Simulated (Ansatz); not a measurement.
HfSi2, pressure series

The reference is HfSi$_{2}$ (space group Cmcm, No. 63; a = 3.6502 Å, b = 14.3511 Å, c = 3.6352 Å).

Cell and atoms are relaxed at each pressure.

The values are results of PBEsol/PAW in Ansatz (a quantum-chemistry and plane-wave program), no SOC, earlier PAW set, not measurements.

Two rows of this table had their results exchanged by mistake.

```json
[
 {"pressure": "pressure −2 GPa", "volume per atom (Å³)": "16.11", "shortest distance (Å)": "2.418", "band gap": "zero"},
 {"pressure": "pressure −1 GPa", "volume per atom (Å³)": "15.99", "shortest distance (Å)": "2.414", "band gap": "zero"},
 {"pressure": "pressure 3 GPa", "volume per atom (Å³)": "12.57", "shortest distance (Å)": "2.338", "band gap": "zero"},
 {"pressure": "pressure 7 GPa", "volume per atom (Å³)": "15.14", "shortest distance (Å)": "2.394", "band gap": "zero"},
 {"pressure": "pressure 15 GPa", "volume per atom (Å³)": "14.47", "shortest distance (Å)": "2.378", "band gap": "zero"},
 {"pressure": "pressure 30 GPa", "volume per atom (Å³)": "13.51", "shortest distance (Å)": "2.357", "band gap": "zero"},
 {"pressure": "pressure 50 GPa", "volume per atom (Å³)": "15.54", "shortest distance (Å)": "2.403", "band gap": "zero"},
 {"pressure": "pressure 75 GPa", "volume per atom (Å³)": "11.71", "shortest distance (Å)": "2.319", "band gap": "zero"},
 {"pressure": "pressure 100 GPa", "volume per atom (Å³)": "11.06", "shortest distance (Å)": "2.302", "band gap": "zero"}
]
```

### Question
Which two?

### Answer
The rows for pressure 3 GPa and pressure 50 GPa: the volume has to fall steadily with pressure, so 15.54 Å³ belongs to pressure 3 GPa and 12.57 Å³ to pressure 50 GPa.

Load acts through the strain it causes; cell and atoms are relaxed under it. Whether these cells are dynamically stable was not tested. Competing high-pressure phases were not computed. The final runs are not spin-polarised.
